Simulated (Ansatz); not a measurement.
Take NaF in the rock salt structure (space group Fm-3m, No. 225; a = 4.595 Å) as the base.

Now apply this change: cell and atoms relaxed at a pressure of 15 GPa.

Calculations: Kohn–Sham DFT with the r2SCAN functional, run in Ansatz (a quantum-chemistry and plane-wave program) with PAW and 500 eV plane waves, without spin-orbit coupling.

Base, band edges from the VBM (valence, conduction): X -0.42, 14.19; W -0.58, 14.26; L -0.27, 11.79; Γ 0.00, 7.28; K -0.38, 13.84; U -0.38, 13.84 eV.

**Question.** Give the band edges at the high-symmetry points of the new zone, measured from its valence-band maximum.

**Answer.** 
```json
[
 {"point": "Γ", "valence edge (eV)": "0.00", "conduction edge (eV)": "8.46"},
 {"point": "X", "valence edge (eV)": "-0.51", "conduction edge (eV)": "14.83"},
 {"point": "U", "valence edge (eV)": "-0.49", "conduction edge (eV)": "14.95"},
 {"point": "K", "valence edge (eV)": "-0.49", "conduction edge (eV)": "14.95"},
 {"point": "L", "valence edge (eV)": "-0.38", "conduction edge (eV)": "13.04"},
 {"point": "W", "valence edge (eV)": "-0.77", "conduction edge (eV)": "15.58"}
]
```

The gap is 8.46 eV, direct at Γ.

Load acts through the strain it causes; cell and atoms are relaxed under it. Stability against distortions was not tested. Competing high-pressure phases were not computed.
